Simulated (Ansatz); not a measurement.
Base system: TiGe₂ (space group Fddd, No. 70; a = 4.9944 Å, b = 8.5245 Å, c = 8.7314 Å). Axes: x, y, z lie along a, b, c of the conventional cell.

All numbers come from DFT with PBEsol, PAW potentials and a 420 eV plane-wave cutoff in Ansatz (a quantum-chemistry and plane-wave program), without spin-orbit coupling.

Base values:

* **Pressure**: 0.0 GPa
* **Shortest interatomic distance**: 2.609 Å

One thing is altered: the cell is compressed by 2.54 % along y with no lateral relaxation; the atoms relax in the strained cell.

Q: Predict the new pressure, shortest interatomic distance and energy relative to the base.

A: The pressure (mean of the normal stresses, compression positive) goes from zero to 3.1 GPa; the shortest interatomic distance falls by 0.004 Å to 2.605 Å; the energy rises by 8.8 meV/atom.

Without a gap, meshes like the base's 12×12×12 leave anisotropic stresses uncertain by several tenths of a GPa, and small strain energies with them. Whether these cells are dynamically stable was not tested. The final runs are not spin-polarised.
